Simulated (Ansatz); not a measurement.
**NaI: energy against strain**

NaI (rock salt, Fm-3m, 32.800 Å³/atom at rest) under an equal strain ε in the (001) plane with the normal axis free, as in a coherent film. PBEsol in Ansatz, a plane-wave DFT program (PAW, default set), 420 eV, 9×9×9 Γ-centred mesh, Fermi-Dirac smearing 0.05 eV; ions are relaxed within the symmetry of each cell.

Here s stands for strain and y for E less E0.

```
strain (%)  E less E0 (meV/atom)
----------  --------------------
-3.00                          ?
-1.50                       2.03
-1.00                       0.89
-0.50                       0.22
0.00                        0.00
0.50                        0.19
1.00                        0.76
1.50                        1.70
```

### Question
Using a parabola, estimate the missing y at s = -3.00 from the other rows, showing the fit.

### Answer
Least squares gives y = -0.002 - 0.0914·s + 0.8295·s². Residuals (row less fit): 0.029, -0.029, -0.031, 0.002, 0.030, 0.024, -0.027; standard error 0.035 (degrees of freedom: 4). Twice the quadratic coefficient over the volume, 2 × 0.8295 meV × 10⁴ × 0.1602 / 32.800 Å³, is twice the biaxial elastic modulus of this plane = 81 ± 1.5 GPa. At the withheld row, y = -0.002 - 0.0914 × (-3.0) + 0.8295 × (-3.0)² = 7.738 meV/atom. The calculation gives 8.62 meV/atom, 0.882 meV/atom above the prediction (10.2 % of the range of y in the table). The row lies outside the fitted rows, so this is an extrapolation. From the scatter of the fitted rows alone, a prediction at this place has a standard error of 0.133 meV/atom, so the miss is 6.6 times that.

One order more, fitted to all 13 runs of the series, follows each within 0.01, so the miss is the next term of a smooth law. Rows are the converged runs of the series near zero and its far end; series whose fitted rows scatter by over a few per cent of the range, as at a crossing or softening among them, aren't shown in this form. Most that stay on the fit to the last digits aren't either.
